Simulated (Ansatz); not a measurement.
Start from SrTiO$_{3}$ in the cubic perovskite structure (space group Pm-3m, No. 221; a = 3.854 Å). Axes: x, y, z lie along the cube axes.

Method: LDA (Ansatz, an electronic-structure program, PAW, spin-orbit coupling left out).

Strains are applied to the cell and any free atomic positions relax; under biaxial strain the out-of-plane vector relaxes too.

One change was made to it. Results:

The energy rises by 0.7 meV/atom; the pressure (mean of the normal stresses, compression positive) goes from zero to 1.35 GPa.

**Question.** Which change produced these results?
A. biaxial strain −0.50 %, plane normal [111], relaxed out of plane
B. biaxial strain −1.00 %, plane normal [111], relaxed out of plane
C. biaxial strain −2.50 %, plane normal [111], relaxed out of plane

**Answer.** A, biaxial strain −0.50 %, plane normal [111], relaxed out of plane. For comparison, the energy relative to the base in the other runs: biaxial strain −2.50 %, plane normal [111], relaxed out of plane gives +19 meV/atom; biaxial strain −1.00 %, plane normal [111], relaxed out of plane gives +2.9 meV/atom.

No phonon test of stability was made. All final runs are without spin polarisation. Many cubic perovskites are stable only at high temperature; tilts and polar distortions were not tested.
